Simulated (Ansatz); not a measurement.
The reference is HgSe in the zinc blende structure (space group F-43m, No. 216; a = 6.133 Å). Axes: x, y, z lie along the cube axes.

Computed with Ansatz (a first-principles code), PBEsol, PAW, cutoff 420 eV, scalar-relativistic without spin-orbit coupling.

Strains are applied to the cell and any free atomic positions relax.

One change was made to it. Results:

| quantity | base | after |
|---|---|---|
| energy relative to the base (free energy F) | 0 meV/atom | +3.2 meV/atom |
| pressure (mean of the normal stresses, compression positive) | 0.0 GPa | 0.0 GPa |

**Question.** Name the change that was made.
A) tensor shear ε_xy = +0.86 %
B) tensor shear ε_xy = +2.00 %
C) tensor shear ε_xy = +0.29 %
D) tensor shear ε_xy = +0.57 %
E) tensor shear ε_xy = +1.43 %

**Answer.** B, tensor shear ε_xy = +2.00 %. For comparison, the energy relative to the base in the other runs: tensor shear ε_xy = +1.43 % gives +1.6 meV/atom; tensor shear ε_xy = +0.29 % gives +0.1 meV/atom; tensor shear ε_xy = +0.57 % gives +0.3 meV/atom; tensor shear ε_xy = +0.86 % gives +0.6 meV/atom.

Whether these cells are dynamically stable was not tested. All final runs are without spin polarisation.
